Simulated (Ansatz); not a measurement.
The reference is WSi2 (space group I4/mmm, No. 139; a = 3.185 Å, c = 7.773 Å; relaxed with 0.1 eV smearing). Axes: x, y, z lie along a, b, c of the conventional cell.

Computed with LDA, PAW, 420 eV (Ansatz, an electronic-structure program; no spin-orbit coupling).

Perturbation: the cell is scaled by 0.9800 in all directions, atoms relaxed at fixed cell.

Problem. Predict the stress tensor and what it implies for the stiffness.

Solution. Stress of the strained cell less that of the base (GPa, compression positive):
```
   15.8     0.0     0.0
    0.0    15.8     0.0
    0.0     0.0    18.1
```

Then B = −ΔP/(ΔV/V₀) with ΔV/V₀ = -0.0588 gives secant stiffness values (nonlinear terms included at this strain): B (at held cell shape, above the free-shape value) ≈ 281 GPa.

As a check, the harmonic strain energy −½ V₀ Δσ:ε is 41 meV/atom; the computed energy rise is 38 meV/atom.

Stability against distortions was not tested. All final runs are without spin polarisation.
